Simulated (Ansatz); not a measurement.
The starting structures come from a database of crystals and need not be the phases stable at ambient conditions.

 Where the default PAW files enter, the runs use the earlier of Ansatz's two default sets.

The decay constant κ of evanescent states in the gap governs leakage through a thin film.

Consider the following.

```xyz
12
Lattice="4.7294 0.0000 0.0000 0.0000 4.7294 0.0000 0.0000 0.0000 7.6541" Properties=species:S:1:pos:R:3 pbc="T T T"
Te     4.6005     4.6005     0.0000
Te     2.4936     2.2358     5.7406
Te     0.1289     0.1289     3.8271
Te     2.2358     2.4936     1.9135
O      3.5000     4.0697     1.4139
O      3.0244     1.1353     7.1546
O      1.2293     0.6597     5.2410
O      1.7050     3.5940     3.3275
O      1.1353     3.0244     0.4996
O      0.6597     1.2293     2.4131
O      3.5940     1.7050     4.3267
O      4.0697     3.5000     6.2402
```

Space group of this cell: P4_32_12. The cell is strained (lengths across the current scaled by 0.98, ions clamped); by r2SCAN its mean pressure is 6.4 GPa.

Transport runs along the normal of the first two printed cell vectors, the (001) (indices of the unstrained crystal) plane of the conventional cell.

The gap is the functional's own. No spin-orbit coupling. Mid-gap values are interpolated on the energy grid.

### Question
Predict the band gap and the smallest decay constant κ at mid-gap from r2SCAN run with Ansatz (a first-principles code).

### Answer
Gap 3.64 eV on a 6×6×4 mesh; κ = 0.387 1/Å, at (0.167, 0.167) of the in-plane reciprocal vectors. At the zone centre, at the nearest computed energy, the slowest state has κ = 0.41 1/Å.
